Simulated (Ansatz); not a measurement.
Take HfO2 in the fluorite structure (space group Fm-3m, No. 225; a = 5.058 Å) as the base.

Calculations: DFT with r2SCAN, PAW potentials and a 500 eV plane-wave cutoff in Ansatz (a quantum-chemistry and plane-wave program), no SOC.

Before the change:

| Item | Result |
|---|---|
| Band gap | 4.30 eV |
| Density | 10.80 g/cm³ |
| Electron mass | 1.1 mₑ along k, 0.76 mₑ across (at X) |

Modification: cell and atoms relaxed at a pressure of 75 GPa.

### Question
How does this affect the band gap?

### Answer
The band gap goes up by 0.473 eV (4.30 eV → 4.78 eV).

### Question
Predict the new density.

### Answer
The density grows by 2.23 g/cm³ (10.80 g/cm³ → 13.03 g/cm³).

### Question
What happens to the electron mass?

### Answer
The electron mass changes from 1.1 mₑ along k, 0.76 mₑ across (at X) to 0.95 mₑ along k, 0.68 mₑ across (at X).

With Hf present, leaving out spin-orbit coupling can change the band edges. Load acts through the strain it causes; cell and atoms are relaxed under it. Effective masses come from finite differences of ±0.01 Å⁻¹. Along k means along the line from Γ to the band edge. Whether these cells are dynamically stable was not tested. No other phases were tried under pressure. This is not the structure that HfO2 has at room temperature and ambient pressure.
